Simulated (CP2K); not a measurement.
## Worked example: self-consistent single point of SrGe2Rh2 (I4/mmm, 5 atoms in the cell) in CP2K

Method: PBEsol, GPW, DZVP-MOLOPT-SR-GTH basis, GTH-PBE potentials (GTH_POTENTIALS) in CP2K.

Input:

```
&GLOBAL
  PROJECT bulk
  RUN_TYPE ENERGY_FORCE
  PRINT_LEVEL MEDIUM
&END GLOBAL
&FORCE_EVAL
  METHOD Quickstep
  STRESS_TENSOR ANALYTICAL
  &DFT
    BASIS_SET_FILE_NAME BASIS_MOLOPT
    POTENTIAL_FILE_NAME GTH_POTENTIALS
    &QS
      METHOD GPW
      EPS_DEFAULT 1E-10
    &END QS
    &MGRID
      CUTOFF 500
      REL_CUTOFF 50
      NGRIDS 5
    &END MGRID
    &SCF
      SCF_GUESS ATOMIC
      EPS_SCF 1E-6
      MAX_SCF 100
      ADDED_MOS 9
      &DIAGONALIZATION
        ALGORITHM STANDARD
      &END DIAGONALIZATION
      &MIXING
        METHOD BROYDEN_MIXING
        ALPHA 0.3
        NBUFFER 8
        BETA 1.5
      &END MIXING
      &SMEAR ON
        METHOD GAUSSIAN
        SIGMA [eV] 0.05
      &END SMEAR
    &END SCF
    &KPOINTS
      SCHEME MONKHORST-PACK 7 7 7
    &END KPOINTS
    &XC
      &XC_FUNCTIONAL
        &PBE
          PARAMETRIZATION PBESOL
        &END PBE
      &END XC_FUNCTIONAL
    &END XC
    &PRINT
      &MO
        EIGENVALUES T
        OCCUPATION_NUMBERS T
        NDIGITS 8
        FILENAME mo
        &EACH
          QS_SCF 0
        &END EACH
        ADD_LAST NUMERIC
      &END MO
      &MULLIKEN ON
      &END MULLIKEN
    &END PRINT
  &END DFT
  &SUBSYS
    &CELL
      A 6.17995000 0.00000000 0.00000000
      B 3.32777300 5.20746600 0.00000000
      C -4.75386100 -2.60373300 2.96869600
      PERIODIC XYZ
    &END CELL
    &COORD
      Sr       0.00000000     0.00000000     0.00000000
      Ge       6.02475883     3.29981498     0.00000000
      Ge       3.48296417     1.90765102     0.00000000
      Rh       1.66388675     2.60373300     1.48434800
      Rh       3.08997525     0.00000000     1.48434800
    &END COORD
    &KIND Sr
      BASIS_SET DZVP-MOLOPT-SR-GTH-q10
      POTENTIAL GTH-PBE-q10
    &END KIND
    &KIND Ge
      BASIS_SET DZVP-MOLOPT-SR-GTH-q4
      POTENTIAL GTH-PBE-q4
    &END KIND
    &KIND Rh
      BASIS_SET DZVP-MOLOPT-SR-GTH-q17
      POTENTIAL GTH-PBE-q17
    &END KIND
  &END SUBSYS
  &PRINT
    &FORCES ON
    &END FORCES
    &STRESS_TENSOR ON
    &END STRESS_TENSOR
  &END PRINT
&END FORCE_EVAL
```

Output (repeated stretches shortened):

```
 GLOBAL| Method name                                                        CP2K
 GLOBAL| Project name                                                       bulk
 GLOBAL| Run type                                                   ENERGY_FORCE

 CELL| Volume [angstrom^3]:                                            95.538217
 CELL| Vector a [angstrom]:       6.180     0.000     0.000   |a| =     6.179950
 CELL| Vector b [angstrom]:       3.328     5.207     0.000   |b| =     6.179949
 CELL| Vector c [angstrom]:      -4.754    -2.604     2.969   |c| =     6.179950
 CELL| Angle (b,c), alpha [degree]:                                   140.285643
 CELL| Angle (a,c), beta  [degree]:                                   140.285642
 CELL| Angle (a,b), gamma [degree]:                                    57.419842
 CELL| Numerically orthorhombic:                                              NO
 CELL| Periodicity                                                           XYZ

 DFT| Spin restricted Kohn-Sham (RKS) calculation                            RKS
 DFT| Multiplicity                                                             1
 DFT| Number of spin states                                                    1
 DFT| Charge                                                                   0
 DFT| XC density smoothing                                                  NONE
 DFT| XC derivatives                                                          PW

 QS| Method:                                                                 GPW
 QS| Density plane wave grid type                        NON-SPHERICAL FULLSPACE
 QS| Number of grid levels:                                                    5
 QS| Density cutoff [a.u.]:                                                250.0
 QS| Multi grid cutoff [a.u.]: 1) grid level                               250.0
   [... lines left out ...]
 BRILLOUIN| Wavefunction type                                            COMPLEX
 BRILLOUIN| List of Kpoints [2 Pi/Bohr]                                      172
 BRILLOUIN| Number           Weight            X              Y              Z
 BRILLOUIN|     1           0.00583       -0.42857       -0.42857       -0.42857
 BRILLOUIN|     2           0.00583       -0.42857       -0.42857       -0.28571
 BRILLOUIN|     3           0.00583       -0.42857       -0.42857       -0.14286
   [... 169 lines left out ...]
 *******************************************************************************

 Extrapolation method: initial_guess

 Re-scaling the density matrix to get the right number of electrons
                  # Electrons              Trace(P)               Scaling factor
                           52                52.000                        1.000

 Number of electrons:                                                         52
 Number of occupied orbitals:                                                 26
 Number of molecular orbitals:                                                35

 Number of orbital functions:                                                 92
 Number of independent orbital functions:                                     92
 SCF WAVEFUNCTION OPTIMIZATION

  Step     Update method      Time    Convergence         Total energy    Change
     1 NoMix/Diag. 0.30E+00      -     1.85870468      -260.2162642934 -2.60E+02
     2 Broy./Diag. 0.30E+00      -     0.08120030      -262.8593397452 -2.64E+00
     3 Broy./Diag. 0.30E+00      -     0.04447746      -260.5949797788  2.26E+00
     4 Broy./Diag. 0.30E+00      -     0.01703506      -259.1670348697  1.43E+00
     5 Broy./Diag. 0.30E+00      -     0.00608350      -259.0192967747  1.48E-01
     6 Broy./Diag. 0.30E+00      -     0.00748180      -259.1015637883 -8.23E-02
     7 Broy./Diag. 0.30E+00      -     0.00113676      -259.1276718125 -2.61E-02
   [... 4 lines left out ...]
    12 Broy./Diag. 0.30E+00      -     0.00004541      -259.1396561669  1.24E-04
    13 Broy./Diag. 0.30E+00      -     0.00003249      -259.1395602984  9.59E-05
    14 Broy./Diag. 0.30E+00      -     0.00000633      -259.1395585490  1.75E-06
    15 Broy./Diag. 0.30E+00      -     0.00000511      -259.1395548764  3.67E-06
    16 Broy./Diag. 0.30E+00      -     0.00000090      -259.1395517791  3.10E-06
  *** SCF run converged in    16 steps ***

  Electronic density on regular grids:        -52.0000000001       -0.0000000001
  Core density on regular grids:               51.9999999950       -0.0000000050
  Total charge density on r-space grids:       -0.0000000051
  Total charge density g-space grids:          -0.0000000051

  Overlap energy of the core charge distribution:               0.00000000157431
  Self energy of the core charge distribution:               -463.70264250978630
  Core Hamiltonian energy:                                    107.35301992383491
  Hartree energy:                                             126.40633169010951
  Exchange-correlation energy:                                -29.19618660168406
  Smearing free energy correction:                             -0.00007428320679
  Fermi energy:                                                 0.36596078876795

  Total energy:                                              -259.13955177905558
  Total energy (extrapolated to sigma->0):                   -259.13951463745218

                     Mulliken Population Analysis

 #  Atom  Element  Kind  Atomic population                           Net charge
       1     Sr       1          9.476691                              0.523309
       2     Ge       2          3.932458                              0.067542
       3     Ge       2          3.932459                              0.067541
       4     Rh       3         17.329195                             -0.329195
       5     Rh       3         17.329198                             -0.329198
 # Total charge                             52.000000                 -0.000000

 ENERGY| Total FORCE_EVAL ( QS ) energy [hartree]           -259.139564367488049

 FORCES| Atomic forces [hartree/bohr]
 FORCES|   Atom     x               y               z               |f|
 FORCES|      1  6.88697059E-09 -3.43825066E-10 -4.49135573E-10   6.91015936E-09
 FORCES|      2 -4.97452016E-03 -2.72464175E-03  6.28808776E-08   5.67181836E-03
 FORCES|      3  4.97450450E-03  2.72462989E-03 -4.09447591E-09   5.67179893E-03
 FORCES|      4 -4.26975662E-09  1.81717476E-09 -9.42567608E-08   9.43709166E-08
 FORCES|      5  1.34559348E-08  1.09207902E-08  3.75358502E-08   4.13432689E-08
 FORCES| Sum     4.06772260E-10  5.39473950E-10  1.61635555E-09
 FORCES| Total atomic force                                       1.75188501E-09

 STRESS| Analytical stress tensor [bar]
 STRESS|                        x                   y                   z
 STRESS|      x        7.07712826678E+03  -2.02558664090E+03   1.09970988714E+00
 STRESS|      y       -2.02558664090E+03   9.66653934139E+03   6.49480410627E-01
 STRESS|      z        1.09970988714E+00   6.49480410627E-01   1.07762706021E+04
 STRESS| 1/3 Trace                                             9.17331273675E+03
```

The run converged in 16 iterations.

The starting cell comes from a database of computed structures (which also holds hypothetical and non-ambient phases and stackings), without a prior relaxation at this level. Spin polarisation is off. Values carry the incompleteness of an atom-centred basis. The potentials were made for another functional than the one used.

Cost on one core of a shared machine: roughly 90 s.
